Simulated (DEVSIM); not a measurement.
Device: illuminated Ge n-on-p cell, one wavelength, at 300 K.

| layer (left to right) | material | thickness (μm) | Nd (cm⁻³) | Na (cm⁻³) | τn (s) | τp (s) | absorption coefficient (cm⁻¹) |
|---|---|---|---|---|---|---|---|
| 1 | Ge | 0.0520 | 7e17 | - | 7.8e-6 | 3.1e-6 | 5900 |
| 2 | Ge | 47.0 | - | 2.9e16 | 0.00028 | 0.00028 | 5900 |

Left contact: ohmic, minority hole recombination velocity 10000 cm/s. Right contact: ohmic, minority electron recombination velocity 4000 cm/s. Voltage is applied to the left contact. Recombination: SRH at mid-gap, radiative, Auger. Light enters at the left, 3e16 photons cm⁻² s⁻¹, one pass, no reflection. Mobility is μmin + (μ − μmin)/(1 + (N/Nref)^α).

This is a model device: material constants are rounded textbook-type values typed into the input, and sizes, dopings and lifetimes were drawn at random. Values at 300 K; Nc and Nv go as T^1.5, mobilities as T to minus their exponent, the gap by Varshni's rule with the affinity fixed.

```tsv
parameter	Ge
gap (eV)	0.664
affinity (eV)	4
permittivity	16
Nc (cm⁻³)	1.04e19
Nv (cm⁻³)	6e18
μn (cm²/Vs)	3900
μp (cm²/Vs)	1900
μn,min	150
μp,min	100
Nref,n	2.6e17
Nref,p	4e17
αn	0.56
αp	0.6
T exponent of μn	1.66
T exponent of μp	2.33
B (cm³/s)	6.4e-14
Cn (cm⁶/s)	1e-31
Cp (cm⁶/s)	1e-31
Varshni α (eV/K)	0.000477
Varshni β (K)	235
```

Simulated with DEVSIM: 1D drift-diffusion, Boltzmann statistics, complete ionisation; no tunnelling, impact ionisation, image-force lowering or self-heating.

Base results: dark forward voltage at 100 A/cm² (V) 0.429; largest field in the device at zero bias (V/cm) 58000; potential step across the device at zero bias (V) 0.456.

Task: What follows from this one change: temperature 300 → 500 K?

Result: dark forward voltage at 100 A/cm² 0.429 → 0.141 V; largest field in the device at zero bias 58000 → 53000 V/cm; potential step across the device at zero bias 0.456 → 0.183 V.

Task: What follows from this one change: thickness of layer 2 47 → 140 μm?

Result: dark forward voltage at 100 A/cm² 0.429 → 0.448 V; largest field in the device at zero bias little changed (58000 V/cm); potential step across the device at zero bias little changed (0.456 V).
